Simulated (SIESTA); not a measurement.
# Worked example: self-consistent single point of MnO₂ (P4_2/mnm, 6 atoms in the cell) in SIESTA

Method of the run: SIESTA with GGA PBE, numerical atomic orbitals DZP, PseudoDojo PBE standard norm-conserving potentials (rewritten from UPF to PSML).

The input file:

```
# files in the folder: Mn.psml O.psml (PseudoDojo PBE standard)
SystemName  MnO2
SystemLabel siesta

NumberOfAtoms                6
NumberOfSpecies              2
%block ChemicalSpeciesLabel
  1 25 Mn
  2 8 O
%endblock ChemicalSpeciesLabel
LatticeConstant              1.0 Ang
%block LatticeVectors
     4.316372000    0.000000000    0.000000000
     0.000000000    4.316372000    0.000000000
     0.000000000    0.000000000    2.812319000
%endblock LatticeVectors
AtomicCoordinatesFormat      Fractional
%block AtomicCoordinatesAndAtomicSpecies
     0.000000000    0.000000000    0.000000000  1
     0.500000000    0.500000000    0.500000000  1
     0.304920000    0.304920000    0.000000000  2
     0.695080000    0.695080000    0.000000000  2
     0.195080000    0.804920000    0.500000000  2
     0.804920000    0.195080000    0.500000000  2
%endblock AtomicCoordinatesAndAtomicSpecies

XC.functional                GGA
XC.authors                   PBE
PAO.BasisSize                DZP
PAO.EnergyShift              0.005 Ry
MeshCutoff                   300 Ry
%block kgrid.MonkhorstPack
    5   0   0  0.0
    0   5   0  0.0
    0   0   8  0.0
%endblock kgrid.MonkhorstPack
OccupationFunction           FD
ElectronicTemperature        100.0 meV
Spin                         polarized
%block DM.InitSpin
  1 +4.00
  2 +4.00
  3 +0.00
  4 +0.00
  5 +0.00
  6 +0.00
%endblock DM.InitSpin

MaxSCFIterations             150
SCF.Mixer.Method             Pulay
SCF.Mixer.Weight             0.1
SCF.Mixer.History            8
SCF.DM.Tolerance             1.0E-05
Diag.ParallelOverK           true
WriteForces                  true
Charge.Mulliken              end
```

The program printed (abridged):

```
reinit: Reading from file input.fdf

reinit: System Name: MnO2
reinit: System Label: siesta

NOTE on units for spin output:
{S} is the spin magnetic moment, in units of the Bohr magneton,
assuming a g-factor for the electron spin of exactly 2.
The spin magnetic moment is then numerically equal to the charge inbalance,
in units of electrons, between the spin-up and -down channels.

coor:   Atomic-coordinates input format  =     Fractional

siesta: Atomic coordinates (Bohr) and species
siesta:      0.00000   0.00000   0.00000  1        1
siesta:      4.07838   4.07838   2.65726  1        2
siesta:      2.48716   2.48716   0.00000  2        3
siesta:      5.66960   5.66960   0.00000  2        4
siesta:      1.59122   6.56554   2.65726  2        5
siesta:      6.56554   1.59122   2.65726  2        6

siesta: System type = bulk

initatomlists: Number of atoms, orbitals, and projectors:      6    90    88

siesta: ******************** Simulation parameters ****************************
redata: Spin configuration                          = collinear
redata: Time-Reversal Symmetry                      = T
redata: Number of Atomic Species                    =        2
redata: Mesh Cutoff                                 =   300.0000 Ry
redata: Net charge of the system                    =     0.0000 |e|
redata: Min. number of SCF Iter                     =        0
redata: Max. number of SCF Iter                     =      150
redata: SCF convergence failure will abort job
redata: SCF mix quantity                            = Hamiltonian
redata: Mix DM or H after convergence               =   F
redata: Recompute H after scf cycle                 =   F
redata: Mix DM in first SCF step                    =   T
redata: No kicks to SCF
redata: DM Mixing Weight for Kicks                  =     0.5000
redata: Require Harris convergence for SCF          =   F
redata: Harris energy tolerance for SCF             =     0.000100 eV
   [... lines left out ...]
diag: Used triangular part                          = Lower
diag: Absolute tolerance                            =  0.100E-15
diag: Orthogonalization factor                      =  0.100E-05
diag: Memory factor                                 =  1.0000

superc: Internal auxiliary supercell:     5 x     5 x     7  =     175
superc: Number of atoms, orbitals, and projectors:   1050  15750  15400

                        Single-point calculation

superc: Internal auxiliary supercell:     5 x     5 x     7  =     175
superc: Number of atoms, orbitals, and projectors:   1050  15750  15400

outcell: Unit cell vectors (Ang):
        4.316372    0.000000    0.000000
        0.000000    4.316372    0.000000
        0.000000    0.000000    2.812319

outcell: Cell vector modules (Ang)   :    4.316372    4.316372    2.812319
outcell: Cell angles (23,13,12) (deg):     90.0000     90.0000     90.0000
outcell: Cell volume (Ang**3)        :     52.3965
new_DM -- step:     1
Initializing Density Matrix...

Attempting to read DM from file... Failed...
DM filled with atomic data (user-defined):

InitMesh: MESH = 48 x 48 x 30 = 69120
InitMesh: Mesh cutoff (required, used) =   300.000   314.496 Ry

stepf: Fermi-Dirac step function
        iscf     Eharris(eV)        E_KS(eV)     FreeEng(eV)     dDmax    Ef(eV) dHmax(eV)
   scf:    1    -7596.171613    -7690.292840    -7690.299731  0.881371 -2.492011 23.467137
     spin moment: {S} , |S| = {        0.0        0.0    5.99993 }     5.99993
   scf:    2    -7725.988741    -7709.548272    -7709.558036  0.205874 -3.880959 15.801254
     spin moment: {S} , |S| = {        0.0        0.0    5.99995 }     5.99995
   scf:    3    -7686.326815    -7717.598195    -7717.735666  0.341495 -5.786573 10.347553
     spin moment: {S} , |S| = {        0.0        0.0    5.48064 }     5.48064
   scf:    4    -7718.183955    -7724.561809    -7724.592947  0.152441 -5.196555  4.552764
     spin moment: {S} , |S| = {        0.0        0.0    5.99792 }     5.99792
   scf:    5    -7726.368439    -7725.624572    -7725.662070  0.043483 -5.381966  1.755909
     spin moment: {S} , |S| = {        0.0        0.0    5.94807 }     5.94807
   scf:    6    -7719.997070    -7724.144022    -7724.244380  0.082341 -5.750879  4.945247
   [... lines left out ...]
   scf:   13    -7725.866994    -7725.866964    -7725.920193  0.000112 -5.480064  0.002344
     spin moment: {S} , |S| = {        0.0        0.0    5.82386 }     5.82386
   scf:   14    -7725.866830    -7725.866897    -7725.920193  0.000085 -5.480154  0.003725
     spin moment: {S} , |S| = {        0.0        0.0    5.82348 }     5.82348
   scf:   15    -7725.866907    -7725.866902    -7725.920194  0.000011 -5.480089  0.002845
     spin moment: {S} , |S| = {        0.0        0.0    5.82350 }     5.82350
   scf:   16    -7725.866913    -7725.866908    -7725.920194  0.000011 -5.480025  0.002151
     spin moment: {S} , |S| = {        0.0        0.0    5.82353 }     5.82353
   scf:   17    -7725.866904    -7725.866906    -7725.920194  0.000030 -5.479867  0.000045
     spin moment: {S} , |S| = {        0.0        0.0    5.82350 }     5.82350
   scf:   18    -7725.866904    -7725.866905    -7725.920194  0.000001 -5.479873  0.000024
     spin moment: {S} , |S| = {        0.0        0.0    5.82349 }     5.82349
SCF Convergence by DM+H criterion
max |DM_out - DM_in|         :     0.0000013757
max |H_out - H_in|      (eV) :     0.0000243973
SCF cycle converged after 18 iterations

Using DM_out to compute the final energy and forces

siesta: E_KS(eV) =            -7725.8669

siesta: E_KS - E_eggbox =     -7725.8669

siesta: Atomic forces (eV/Ang):
     1   -0.000000    0.000000   -0.000000
     2    0.000000    0.000000   -0.000000
     3   -0.258101   -0.258101    0.000000
     4    0.258101    0.258101    0.000000
     5    0.258101   -0.258101    0.000000
     6   -0.258101    0.258101    0.000000
   Tot    0.000000    0.000000    0.000000
   Max    0.258101
   Res    0.172068    sqrt( Sum f_i^2 / 3N )
   Max    0.258101    constrained

Stress tensor Voigt[x,y,z,yz,xz,xy] (kbar):     -243.74     -243.74     -270.15        0.00       -0.00        0.00
(Free)E + p*V (eV/cell)    -7717.6612
Target enthalpy (eV/cell)    -7725.9202

siesta: Program's energy decomposition (eV):
siesta: Ebs     =     -1487.967487
siesta: Eions   =     10646.066367
siesta: Ena     =      1166.927010
siesta: Ekin    =      3827.853182
siesta: Enl     =      -665.165888
siesta: Eso     =         0.000000
siesta: Edftu   =         0.000000
siesta: DEna    =        38.227179
siesta: DUscf   =         3.525451
siesta: DUext   =         0.000000
siesta: Ex      =     -1370.145929
siesta: Ec      =       -81.021544
siesta: Exc     =     -1451.167473
siesta: Eharris =     -7725.866904
siesta: Etot    =     -7725.866905
siesta: FreeEng =     -7725.920194

siesta: Atomic forces (eV/Ang):
siesta:      1   -0.000000    0.000000   -0.000000
siesta:      2    0.000000    0.000000   -0.000000
siesta:      3   -0.258101   -0.258101    0.000000
siesta:      4    0.258101    0.258101    0.000000
siesta:      5    0.258101   -0.258101    0.000000
siesta:      6   -0.258101    0.258101    0.000000
siesta: ----------------------------------------
siesta:    Tot    0.000000    0.000000    0.000000

siesta: Stress tensor (static) (eV/Ang**3):
siesta:    -0.152130    0.000000    0.000000
siesta:     0.000000   -0.152130    0.000000
siesta:    -0.000000    0.000000   -0.168617

   [... lines left out ...]
siesta: Cell volume =         52.396504 Ang**3
siesta:         252.54410579        257.53313816  kBar
   [... lines left out ...]

Species: Mn
Atom  Qatom  Qorb
               3s      4s      4s      3py     3pz     3px     4py     4pz
               4px     3dxy    3dyz    3dz2    3dxz    3dx2-y2 3dxy    3dyz
               3dz2    3dxz    3dx2-y2
   1  5.604   0.970   0.193  -0.074   0.987   0.985   0.987   0.109   0.105
              0.109   0.290   0.303   0.191   0.303   0.243  -0.010  -0.025

             -0.013  -0.025  -0.026
   2  5.604   0.970   0.193  -0.074   0.987   0.985   0.987   0.109   0.105
              0.109   0.290   0.303   0.191   0.303   0.243  -0.010  -0.025

             -0.013  -0.025  -0.026

Species: O
Atom  Qatom  Qorb
               2s      2s      2py     2pz     2px     2py     2pz     2px
               3Pdxy   3Pdyz   3Pdz2   3Pdxz   3Pdx2-y2
   3  3.220   0.940  -0.032   0.815   0.805   0.815  -0.054  -0.034  -0.054
              0.004   0.004   0.003   0.004   0.003
   4  3.220   0.940  -0.032   0.815   0.805   0.815  -0.054  -0.034  -0.054
   [... 5 lines left out ...]

mulliken: Qtot =       24.088

Mulliken Atomic Populations:
Atom #   charge [q] valence [e]      Sz [e]  Species
     1     1.109564   13.890436    2.683137  Mn
     2     1.109564   13.890436    2.683137  Mn
     3    -0.554782    6.554782    0.114304  O
     4    -0.554782    6.554782    0.114304  O
     5    -0.554782    6.554782    0.114304  O
     6    -0.554782    6.554782    0.114304  O
 Total    -0.000000                5.823492
```

The run converged in 18 iterations.

The starting cell comes from a database of computed structures (which also holds hypothetical and non-ambient phases and stackings), without a prior relaxation at this level. Its lattice was rescaled by a random factor within 2.5 % of one. The magnetic order is the one reached from the typed start; others were not searched systematically. Values carry the incompleteness of an atom-centred basis. With a pressure of about 25 GPa the cell is away from its equilibrium volume at this level.

Cost on one core of a shared machine: roughly 80 s.
